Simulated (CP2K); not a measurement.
A user runs CP2K on LiHg (Pm-3m, 2 atoms in the cell) and asks whether the run is sound. The aim is a self-consistent single point with DFT LDA (Pade form), GPW, DZVP-MOLOPT-SR-GTH basis, GTH-PADE potentials (GTH_POTENTIALS).

Cell that was meant: a = 3.2870 Å, b = 3.2870 Å, c = 3.2870 Å, α = 90.00°, β = 90.00°, γ = 90.00°.

Part of the input:

```
    &END MGRID
    &SCF
      SCF_GUESS ATOMIC
      EPS_SCF 0.1
      MAX_SCF 100
      ADDED_MOS 4
      &DIAGONALIZATION
```

Log, with long lists cut:

```
 GLOBAL| Method name                                                        CP2K
   [... lines left out ...]
                        No outer SCF

 Extrapolation method: initial_guess

 Number of electrons:                                                         15
 Number of occupied orbitals:                                                  8
 Number of molecular orbitals:                                                12

 Number of orbital functions:                                                 31
 Number of independent orbital functions:                                     31
 SCF WAVEFUNCTION OPTIMIZATION

  Step     Update method      Time    Convergence         Total energy    Change
     1 NoMix/Diag. 0.20E+00      -     0.46262346       -48.7396971833 -4.87E+01
     2 Broy./Diag. 0.20E+00      -     0.05707826       -49.7243442288 -9.85E-01
  *** SCF run converged in     2 steps ***

  Overlap energy of the core charge distribution:               0.00000000000150
  Self energy of the core charge distribution:                -77.61318547357622
  Core Hamiltonian energy:                                     21.18891493132769
  Hartree energy:                                              14.40218875708405
  Exchange-correlation energy:                                 -7.70209704432517
  Smearing free energy correction:                             -0.00015521369850
  Fermi energy:                                                 0.22236826331886

  Total energy:                                               -49.72434422884513

 ENERGY| Total FORCE_EVAL ( QS ) energy [hartree]            -48.562076252725817

   [... lines left out ...]
 STRESS|                        x                   y                   z
 STRESS|      x       -3.99332528622E+04   2.06345913702E-05   2.08308452360E-05
 STRESS|      y        2.06345913702E-05  -3.99332528652E+04   2.09182657151E-05
 STRESS|      z        2.08308452360E-05   2.09182657151E-05  -3.99332528636E+04
 STRESS| 1/3 Trace                                            -3.99332528637E+04
```

Question: Can these results be used? Check the input.

Answer: The run is not sound. The fault is a convergence threshold that is too loose. A loop that stops early leaves an energy error of second order in the density error, but errors of first order in forces and stress. To fix it, tighten the threshold. The run converged in 2 iterations without an error; against the sound input the free energy goes up by 179 meV/atom and the pressure goes from -3.17 to -3.99 GPa.

An input that runs soundly differs in these lines (not the only fix; some lines may just follow from the change or write a value another way):
```diff
-      EPS_SCF 0.1
+      EPS_SCF 1E-7
```

With that input, the run converged in 18 iterations: free energy E − TS -1321.7985 eV; Fermi level (on the code's own zero) 5.84 eV; pressure -3.17 GPa (DFT LDA (Pade form), GPW, DZVP-MOLOPT-SR-GTH basis, GTH-PADE potentials (GTH_POTENTIALS)).

On the sound input: the starting cell comes from a database of published, mostly measured structures (it also holds non-ambient and calculated ones), without a prior relaxation at this level. Values carry the incompleteness of an atom-centred basis. With a pressure of about -3 GPa the cell is away from its equilibrium volume at this level.
